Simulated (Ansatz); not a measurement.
**ZnGaNO (model structure, started from the AlSiCN type, P3m1, No. 156, 4 atoms in the cell)**

Calculation: r²SCAN (Ansatz, a quantum-chemistry and plane-wave program, plane waves, PAW).

Numerical settings: plane-wave cutoff 560 eV, 12×12×6 k mesh (along the axes of the cell as run), Fermi–Dirac smearing 0.01 eV, scalar-relativistic PAW data made under PBE.

Cell (relaxed at this level):

```cif
data_GaNOZn
_chemical_formula_sum 'Ga1 Zn1 O1 N1'
_space_group_name_H-M_alt 'P 1'
_space_group_IT_number 1
_cell_length_a 3.19718
_cell_length_b 3.19718
_cell_length_c 5.22192
_cell_angle_alpha 90.000
_cell_angle_beta 90.000
_cell_angle_gamma 120.000
loop_
_space_group_symop_operation_xyz
  'x, y, z'
loop_
_atom_site_label
_atom_site_type_symbol
_atom_site_fract_x
_atom_site_fract_y
_atom_site_fract_z
_atom_site_occupancy
Ga1 Ga 0.33333 0.66667 0.50703 1
Zn1 Zn 0.66667 0.33333 0.99170 1
O1 O 0.33333 0.66667 0.13914 1
N1 N 0.66667 0.33333 0.61212 1
```

```yaml
band_gap: 1.73 eV (direct)
```

Note: the relaxation could raise the start's symmetry but not lower it, so the cell can be a saddle point.

Spin–orbit coupling is not included.

A model structure was made by putting elements into a prototype or built by hand; it is no filed structure, need not be a known phase, and can be a saddle point held by its symmetry.
